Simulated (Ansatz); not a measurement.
Consider a 16-atom supercell of CrI3 in the BiI3 type structure (space group R-3, No. 148; a = 6.8182 Å, c = 19.4777 Å (hexagonal axes); ferromagnetic; layered, stacked along the Cartesian z axis) at its relaxed geometry.

Level of theory: PBE-D3(BJ)/PAW in Ansatz (a program for electronic structure), no spin-orbit coupling.

Before the change:

The pressure is 0.0 GPa.

Now apply this change: one I atom is added in an open site, starting 2.79 Å from the nearest host atom, atoms relaxed at fixed cell, starting from a slightly rattled geometry.

What does the calculation give for the largest displacement of a host atom from its site in the perfect cell, final site of the added atom and pressure after the change?

The largest displacement of a host atom from its site in the perfect cell amounts to 0.85 Å; the final site of the added atom is 3 I at 2.91–3.27 Å (trigonal planar); the pressure goes from zero to 3.0 GPa.

The magnetic state is the one reached from the starting moments; the real material's order can differ, and small cells can't hold many antiferromagnetic ones. In so small a cell the defect repeats every few ångströms: this is an ordered compound, not a dilute defect. The mesh was chosen for an insulator and is coarse for the gapless case. The defect cell is spin-polarised and ends with 11.2 μB, a fractional moment that hangs on the mesh and smearing. The program warned that a D3 coordination switch lies within reach, so dispersion energies are less smooth here.
